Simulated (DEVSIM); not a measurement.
System: n-channel Si fully depleted SOI MOSFET with Al2O3, at 400 K.

- Gate length = 60 nm
- Source drain length = 48 nm
- Dielectric thickness = 3.1 nm
- Lateral straggle = 3.8 nm
- Underlap = 0 nm
- Body thickness = 19.5 nm
- Buried oxide = 100 nm
- Gate work function = 4.43 eV
- Source and drain doping = 9.4e19 cm⁻³, Gaussian tails under the gate
- Body doping = 2e17 cm⁻³
- Lifetime = 1e-7 s
- Supply = 1 V
- Back work function = 4.73 eV

All mobilities are scaled by 0.2; velocity saturation, μ/(1 + (μE/vsat)^b)^(1/b) with b = 2 for electrons and 1 for holes and E the electric field along each mesh edge, is on. Mobility is constant in doping.

The device is made up for the run: typed textbook-type constants, with dimensions and the other settings drawn at random. Values at 300 K; Nc and Nv go as T^1.5, mobilities as T to minus their exponent, the gap by Varshni's rule with the affinity fixed.

Si: gap (eV) 1.124, affinity (eV) 4.05, permittivity 11.7, Nc (cm⁻³) 2.86e19, Nv (cm⁻³) 3.1e19, μn (cm²/Vs) 1417, μp (cm²/Vs) 470, T exponent of μn 2.3, T exponent of μp 2.2, vsat,n (cm/s) 1e7, vsat,p (cm/s) 8.4e6, Varshni α (eV/K) 0.000473, Varshni β (K) 636. Al2O3: gap (eV) 6.8, affinity (eV) 1.35, permittivity 9. SiO2: gap (eV) 9, affinity (eV) 0.9, permittivity 3.9.

DEVSIM, 2D drift-diffusion, Boltzmann statistics, complete ionisation; no quantum confinement, tunnelling, impact ionisation, self-heating, contact resistance or fringe fields beside the gate. Metal contacts follow the ideal Schottky-Mott rule: no Fermi-level pinning, no interface dipoles.

Transfer curves, |Id| in μA/μm:

```tsv
Vg (V)	Vd = 0.05 V	Vd = 1 V
-0.3	0.04882	6.871
-0.25	0.08826	10.24
-0.2	0.1582	14.74
-0.15	0.2809	20.52
-0.1	0.4928	27.71
-0.05	0.8519	36.44
0	1.447	46.84
0.05	2.411	59.14
0.1	3.930	73.68
0.15	6.267	90.95
0.2	9.768	111.7
0.25	14.82	136.7
0.3	21.72	166.9
0.35	30.50	203.0
0.4	40.93	245.3
0.45	52.61	293.7
0.5	65.17	347.7
0.55	78.30	407.0
0.6	91.77	471.0
0.65	105.4	539.2
0.7	119.1	611.1
0.75	132.9	686.3
0.8	146.5	764.4
0.85	160.0	845.1
0.9	173.4	928.1
0.95	186.6	1013
1	199.7	1100
```

Q: Work out the subthreshold swing at low drain bias from the rows at -0.3 and -0.25 V, and compare it with the thermal limit.

A: log10(0.08826/0.04882) = 0.257 over 50.0 mV, so S = 194 mV/decade. The limit kT/q ln 10 is 79.4 mV/decade; the ratio is 2.45. This is the steepest step of the table.

Q: Give the natural length λ = √(ε_body t_body t_ox / (ε_ox)) and the gate length in units of it.

A: λ = 8.86 nm and L/λ = 6.8. The formula is that for thin layers, and L is the gate's length, not the shorter one between the doping tails.

Source and drain are degenerate, where Boltzmann statistics are only rough. The electric field that drives the saturation includes the junctions' built-in field, which lowers the mobility there even at small currents: subthreshold currents come out too low, a known weakness of this choice.
